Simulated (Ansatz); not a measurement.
# Sensitivity of a calculation on La2InCu2 (P4/mbm, 10 atoms in the cell) to its settings

```
La2InCu2
1.0
    7.80800     0.00000     0.00000
    0.00000     7.80800     0.00000
    0.00000     0.00000     4.00100
In Cu La
2 4 4
Direct
  0.00000   0.00000   0.00000
  0.50000   0.50000   0.00000
  0.38273   0.88273   0.00000
  0.11727   0.38273   0.00000
  0.61727   0.11727   0.00000
  0.88273   0.61727   0.00000
  0.17838   0.67838   0.50000
  0.32162   0.17838   0.50000
  0.82162   0.32162   0.50000
  0.67838   0.82162   0.50000
```

Base run A: LDA (PW92), default PAW files made with PBE in Ansatz (a first-principles code), self-consistent single point.

Its settings: kpoints.mp_grid.grid = 5 5 8; hamiltonian.xc = lda; hamiltonian.pseudopotentials = {kind: paw} (the program's default PAW files); scf.occupations.method = cold; scf.occupations.width = 0.05 eV.

The starting cell comes from a database of published, mostly measured structures (it also holds non-ambient and calculated ones), without a prior relaxation at this level. Spin polarisation is off. In the base run, with a pressure of about -5 GPa the cell is away from its equilibrium volume at this level. Ansatz's pressure includes its estimate of the finite-basis (Pulay) stress.

ΔF is the free energy per atom less that of run A. 

| run | change | ΔF (meV/atom) | pressure (GPa) | largest force (eV/Å) | k-points |
|---|---|---|---|---|---|
| A | base | 0.00 | -5.15 | 0.145 | 30 |
| B | kpoints.mp_grid.grid: 5 5 8 → 11 11 20 | 1.25 | -5.16 | 0.134 | 231 |
| C | kpoints.mp_grid.grid: 5 5 8 → 5 5 9; kpoints.mp_grid.shift: default → 0.5 0.5 0.5 | 1.91 | -5.16 | 0.125 | 30 |
| D | crystal.symmetry.detect: default → false | 0.00 | -5.15 | 0.145 | 101 |
| E | scf.occupations.width: 0.05 eV → 0.3 eV | 0.60 | -5.16 | 0.143 | 30 |
| F | scf.convergence.dr2_threshold: default (1e-07 eV) → 1e-06 eV | 0.00 | -5.15 | 0.145 | 30 |
| G | scf.mixing.preconditioner: default (the program chose Kerker) → kerker; scf.mixing.q_tf: default → 3 | 0.00 | -5.15 | 0.145 | 30 |
| H | scf.mixing.algorithm: default (the program chose MSR1) → anderson | 0.00 | -5.15 | 0.145 | 30 |
| I | scf.mixing.algorithm: default (the program chose MSR1) → broyden; scf.mixing.beta: default → 0.1 | 0.00 | -5.15 | 0.145 | 30 |

Run G against A: The free energy is nearly the same (within 1 meV/atom), the pressure stays at -5.15 GPa and the largest force stays at 0.145 eV/Å.

Run B against A: The free energy goes up by 1.3 meV/atom, the pressure moves little (-5.15 to -5.16 GPa) and the largest force goes from 0.145 to 0.134 eV/Å.

Keys are those of Ansatz 0.2.
